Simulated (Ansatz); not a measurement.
Here is the system:

```
CELL_PARAMETERS angstrom
      0.00000     2.31205     2.31205
      2.31205     0.00000     2.31205
      2.31205     2.31205     0.00000
ATOMIC_POSITIONS crystal
  Ca 0.00000 0.00000 0.00000
  O  0.50000 0.50000 0.50000
```

No spin polarisation.

All numbers come from Kohn–Sham DFT with the PBEsol functional, run in Ansatz (a quantum-chemistry and plane-wave program) with PAW and 420 eV plane waves, no spin-orbit coupling. Γ-centred 12×12×12 mesh, Fermi–Dirac width 0.05 eV.

### Question
Predict the gap character, width of the top valence band, smallest direct gap and band gap.

### Answer
Gap character: indirect, Γ → X
Width of the top valence band: 1.46 eV
Smallest direct gap: 3.81 eV
Band gap: 3.47 eV

The cells carry an imposed strain or load. No phonon test of stability was made. The cell was made from CaO in the rock salt structure (space group Fm-3m, No. 225) by this change: isotropic strain −3.00 %.
